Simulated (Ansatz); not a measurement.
Here is the system:

```
C
1.0
    2.52347     0.00000     0.00000
    1.26173     2.18539     0.00000
    1.26173    -0.72846     2.05084
C
2
Direct
  0.00008   0.99996   0.99987
  0.49992   0.25004   0.75013
```

No spin polarisation.

Level of theory: Kohn–Sham DFT with the PBEsol functional, run in Ansatz (a first-principles code) with PAW and 420 eV plane waves, without spin-orbit coupling. Settings: 16×16×16 k-points, 0.05 eV Fermi–Dirac smearing.

**Question.** Predict the gap character, band gap and valence-band top at Γ.

**Answer.** 
- Gap character = indirect, Γ → F–Γ (25 % along)
- Band gap = 4.01 eV
- Valence-band top at Γ (three highest levels, from the VBM) = 0.00, -0.01, -0.01 eV

The cells carry an imposed strain or load. Stability against distortions was not tested. The cell was made from C in the diamond structure (space group Fd-3m, No. 227) by this change: biaxial strain +0.42 %, plane normal [111], relaxed out of plane.
